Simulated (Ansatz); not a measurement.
Results of PBEsol in Ansatz (PAW) for CsSnI₃ (P4/mbm, No. 127, 10 atoms in the cell; start mp-616378; high-temperature phase).

Run with plane-wave cutoff 500 eV, 6×6×6 k mesh, gaussian smearing 0.02 eV, scalar-relativistic PAW data made under PBE.

Cell (relaxed at this level):

CsSnI₃ has the tetragonal space group P4/mbm (No. 127), Pearson symbol tP10. Cell: a = 8.5376 Å, b = 8.5376 Å, c = 6.2184 Å, α = 90.00°, β = 90.00°, γ = 90.00°. Cs on 2d has 4 I at 3.900 Å and 4 I at 4.269 Å and 4 I at 4.819 Å. Sn on 2b is coordinated by 6 I at 3.091–3.109 Å (octahedral). I1 on 4h is surrounded by 2 Sn at 3.091 Å and 2 Cs at 3.900 Å and 2 Cs at 4.819 Å. I2 on 2a is surrounded by 2 Sn at 3.109 Å and 4 Cs at 4.269 Å (octahedral). (Neighbours: up to the widest gap in distance over summed covalent radii, below 1.35, at either atom; cation-cation and far metal-metal contacts left out.)

### Question
Estimate the band gap that the calculation returns.

### Answer

- band gap: 0.28 eV (on the SCF k mesh)

Note: the relaxation could not lower the start's symmetry, so the cell can be a saddle point above a distorted one.

Spin–orbit coupling is not included; with these elements it can move the gap by several tenths of an eV or more.

Computed values are for the static lattice.

The result took around 19 core-minutes (rough).

A start named mp-… is a Materials Project structure, which need not be a measured phase.

Ansatz is a program for electronic structure.
